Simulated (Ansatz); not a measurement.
**Migration barriers: interstitial Li in silicon strained by +1.5 % along x and y, z held, charge state +1**

System: interstitial Li in silicon strained by +1.5 % along x and y, z held (charge state +1). These are PBE, PAW (plane waves to 420 eV; Ansatz, an electronic-structure program) values and carry that method's errors.

64-site cell at the strained lattice (strain from the relaxed PBE one, atoms relaxed), a 2×2×2 k-point mesh shifted by half a step, smearing 0.01 eV, spin-restricted, no finite-size correction. Static, classical nuclei. The charge state is imposed; whether it is stable for some Fermi level was not computed. Sites that were not tried may lie lower.

Barriers: single points on a 3×3×3 k-point mesh shifted by half a step at the bands' geometries.

```
Route                           Start site over the lowest site run (eV)  Hop (Å)  Forward barrier (eV)  Backward barrier (eV)                     Neighbours at the start      Neighbours at the saddle                        Saddle order  Forward, on the band's own sampling (eV)
------------------------------  ----------------------------------------  -------  --------------------  ---------------------  ------------------------------------------  ----------------------------  ----------------------------------  ----------------------------------------
Li moves alone to another site                                      0.00     2.38                  0.55                   0.55  4 Si at 2.47, 2 Si at 2.76, 4 Si at 2.79 Å  2 Si at 2.38, 4 Si at 2.40 Å  not checked, on a symmetry element                                      0.55
```

Paths come from nudged elastic bands with a climbing image.  A band can be held on a symmetry element, so unchecked saddle points there may be too high.
